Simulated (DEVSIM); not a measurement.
System: Ni/SiO2/n-GaSb capacitor, at 300 K.

```tsv
layer (left to right)	material	thickness (nm)	Nd (cm⁻³)
1	SiO2	2.50	-
2	GaSb	9700	3.8e15
```

Metal gate on the left, work function 5.1 eV. Fixed charge at the semiconductor interface 1.4e12 cm⁻² (in units of +e); no interface traps.

The device is made up for the run: typed textbook-type constants, with dimensions and the other settings drawn at random. Values at 300 K.

| parameter | SiO2 | GaSb |
|---|---|---|
| gap (eV) | 9 | 0.726 |
| affinity (eV) | 0.9 | 4.06 |
| permittivity | 3.9 | 15.7 |
| Nc (cm⁻³) | - | 2.1e17 |
| Nv (cm⁻³) | - | 1.8e19 |

Model (solved in DEVSIM): 1D Poisson equation in equilibrium, Boltzmann statistics, complete ionisation; no quantum confinement or tunnelling. Metal contacts follow the ideal Schottky-Mott rule: no Fermi-level pinning, no interface dipoles.

Problem. Tabulate band edges, carrier densities and field at 0.65 V on the gate.

Solution. Energies count from the Fermi level of the right contact; mesh points crowd at the junctions.

| x (μm) | Ec (eV) | Ev (eV) | n (cm⁻³) | p (cm⁻³) | field (V/cm) |
|---|---|---|---|---|---|
| 0.000 | 3.550 | -5.450 | < 1e2 | < 1e2 | -690000 |
| 0.0009754 | 3.483 | -5.517 | < 1e2 | < 1e2 | -690000 |
| 0.001951 | 3.416 | -5.584 | < 1e2 | < 1e2 | -690000 |
| 0.003024 | 0.219 | -0.507 | 4.4e13 | 5.4e10 | -8900 |
| 0.006323 | 0.216 | -0.510 | 4.9e13 | 4.9e10 | -8700 |
| 0.01258 | 0.211 | -0.515 | 6.1e13 | 3.9e10 | -8400 |
| 0.02669 | 0.199 | -0.527 | 9.5e13 | 2.5e10 | -7800 |
| 0.07634 | 0.165 | -0.561 | 3.5e14 | 6.9e9 | -5800 |
| 0.1764 | 0.125 | -0.601 | 1.6e15 | 1.5e9 | -2500 |
| 0.3961 | 0.105 | -0.621 | 3.6e15 | 6.7e8 | -180 |
| 0.8918 | 0.104 | -0.622 | 3.8e15 | 6.3e8 | ≈ 0 |
| 2.636 | 0.104 | -0.622 | 3.8e15 | 6.3e8 | ≈ 0 |
| 5.609 | 0.104 | -0.622 | 3.8e15 | 6.3e8 | ≈ 0 |
| 7.888 | 0.104 | -0.622 | 3.8e15 | 6.3e8 | ≈ 0 |
| 9.110 | 0.104 | -0.622 | 3.8e15 | 6.3e8 | ≈ 0 |
| 9.441 | 0.104 | -0.622 | 3.8e15 | 6.3e8 | ≈ 0 |
| 9.587 | 0.104 | -0.622 | 3.8e15 | 6.3e8 | ≈ 0 |
| 9.652 | 0.104 | -0.622 | 3.8e15 | 6.3e8 | ≈ 0 |
| 9.686 | 0.104 | -0.622 | 3.8e15 | 6.3e8 | ≈ 0 |
| 9.696 | 0.104 | -0.622 | 3.8e15 | 6.3e8 | ≈ 0 |
| 9.700 | 0.104 | -0.622 | 3.8e15 | 6.3e8 | ≈ 0 |
| 9.703 | 0.104 | -0.622 | 3.8e15 | 6.3e8 | ≈ 0 |
